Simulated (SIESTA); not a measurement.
Worked example: relaxation of cell and atoms of As₂Ru (Pnnm, 6 atoms in the cell) in SIESTA.

Level of theory: LDA PW92, numerical atomic orbitals DZP, PseudoDojo LDA standard norm-conserving potentials (rewritten from UPF to PSML) (SIESTA).

```
As2Ru
1.0
    5.43556     0.00000     0.00000
    0.00000     6.20595     0.00000
    0.00000     0.00000     3.00115
As Ru
4 2
Direct
  0.32922   0.86635   0.50000
  0.67078   0.13365   0.50000
  0.82922   0.63365   0.00000
  0.17078   0.36635   0.00000
  0.50000   0.50000   0.50000
  0.00000   0.00000   0.00000
```

Reference input (self-consistent single point, DFT, LDA PW92, numerical atomic orbitals DZP, PseudoDojo LDA standard norm-conserving potentials (rewritten from UPF to PSML)): XC.functional = LDA; XC.authors = PW92; potentials = PseudoDojo LDA standard; PAO.BasisSize = DZP; PAO.EnergyShift = 0.01 Ry; MeshCutoff = 300 Ry; kgrid.MonkhorstPack = 3 3 6; OccupationFunction = FD; ElectronicTemperature = 0.01 eV; MaxSCFIterations = 150; SCF.Mixer.Method = Broyden; SCF.Mixer.Weight = 0.1. This run's input differs from it in these lines:

```diff
@@ -45,2 +45,7 @@
 Diag.ParallelOverK           true
+MD.TypeOfRun                 CG
+MD.Steps                     40
+MD.MaxForceTol               0.02 eV/Ang
+MD.VariableCell              true
+MD.MaxStressTol              0.05 GPa
 WriteForces                  true
```

The program printed (abridged):

```
        iscf     Eharris(eV)        E_KS(eV)     FreeEng(eV)     dDmax    Ef(eV) dHmax(eV)
   scf:    1   -16954.702989   -17011.937071   -17011.937071  0.734458 -2.297633 19.255727
   scf:    2   -17041.244203   -17029.476907   -17029.476907  0.213400 -3.224117  9.003362
   scf:    3   -17034.747769   -17033.718220   -17033.718220  0.146040 -4.035474  2.018654
   scf:    4   -17034.325714   -17034.068026   -17034.068026  0.130353 -4.096972  0.550754
   scf:    5   -17034.063234   -17034.073903   -17034.073903  0.049145 -4.127309  0.134249
   [... 2 lines left out ...]
   scf:    8   -17034.084640   -17034.084611   -17034.084611  0.000572 -4.065242  0.003667
   scf:    9   -17034.084619   -17034.084616   -17034.084616  0.000253 -4.063197  0.001120
   scf:   10   -17034.084616   -17034.084616   -17034.084616  0.000017 -4.063062  0.001040
   scf:   11   -17034.084616   -17034.084616   -17034.084616  0.000012 -4.062996  0.000888
SCF Convergence by DM+H criterion
max |DM_out - DM_in|         :     0.0000123599
max |H_out - H_in|      (eV) :     0.0008883346
SCF cycle converged after 11 iterations

Using DM_out to compute the final energy and forces

siesta: E_KS(eV) =           -17034.0846

siesta: E_KS - E_eggbox =    -17034.0846

siesta: Atomic forces (eV/Ang):
     1   -0.231756   -0.549499    0.000000
     2    0.231757    0.549499    0.000000
     3   -0.231757    0.549499    0.000000
     4    0.231757   -0.549499    0.000000
     5   -0.000000    0.000000    0.000000
     6   -0.000000   -0.000000    0.000000
   Tot   -0.000000   -0.000000    0.000000
   Max    0.549499
   Res    0.281133    sqrt( Sum f_i^2 / 3N )
   Max    0.549499    constrained

   [... lines left out ...]
siesta: Pressure (static):        -11.83409991  kBar
siesta: Pressure (total):        -11.83409991  kBar
No target stress found, assuming hydrostatic MD.TargetPressure.
Target stress (kBar)
outcell: Cell volume (Ang**3)        :    100.2512
        iscf     Eharris(eV)        E_KS(eV)     FreeEng(eV)     dDmax    Ef(eV) dHmax(eV)
siesta: Pressure (static):         -0.03947619  kBar
siesta: Pressure (total):         -0.03947619  kBar
outcell: Cell volume (Ang**3)        :    100.2512
siesta: FreeEng =    -17034.138155
   [... lines left out ...]
siesta:     0.000021    0.000000    0.000000
siesta:     0.000000    0.000029   -0.000000
siesta:     0.000000   -0.000000    0.000024

siesta: Cell volume =        100.251153 Ang**3

siesta: Pressure (static):
siesta:                Solid            Molecule  Units
siesta:          -0.00000027         -0.00000031  Ry/Bohr**3
siesta:          -0.00002464         -0.00002853  eV/Ang**3
siesta:          -0.03947619         -0.04571414  kBar
```

The run converged. 

Summary of the result:
```
Quantity                                                                                                             Result
------------------------------------------------  -------------------------------------------------------------------------
Free energy E − TS                                                                                           -17034.1382 eV
Top of the valence band (on the code's own zero)                                                                   -4.40 eV
Gap on the k-point mesh                                                                                             0.66 eV
Pressure                                                                                                           0.00 GPa
Largest force (vector length)                                                                                    0.001 eV/Å
Final cell                                        a = 5.472 Å, b = 6.186 Å, c = 2.962 Å, α = 90.00°, β = 90.00°, γ = 90.00°
Final volume per atom                                                                                              16.71 Å³
Relaxation steps                                                                                                         13
```

The starting cell comes from a database of computed structures (which also holds hypothetical and non-ambient phases and stackings), without a prior relaxation at this level. Values carry the incompleteness of an atom-centred basis.

Cost on one core of a shared machine: roughly 4 min.
